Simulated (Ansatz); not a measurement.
The starting structures come from a database of crystals and need not be the phases stable at ambient conditions.

Tunnelling through a barrier is set by its complex band structure: the current falls as exp(−2κd) with the smallest κ.

Here is the system:

```
HfSrN2
1.0
    3.35673     0.00000     0.00000
    0.00000    17.76608     0.00000
    1.67836     5.92203     0.96900
Sr Hf N
1 1 2
Cartesian
  0.00000   0.00000   0.00000
  1.67836  14.80507   0.96900
  0.00000  13.63316   0.00000
  0.00000   4.13292   0.00000
```

Space group of this cell: R-3m. The cell is taken as given; by r2SCAN its mean pressure is -2.0 GPa.

Transport runs along the normal of the first two printed cell vectors, the (100) plane of the conventional cell.

No gap correction and no spin-orbit coupling; mid-gap values are interpolated between computed energies.

### Question
Give the band gap and the smallest decay constant κ at mid-gap that r2SCAN run with Ansatz (a program for electronic structure) yields.

### Answer
Gap 0.66 eV on a 30×30×30 mesh; κ = 0.126 1/Å, at the zone centre.
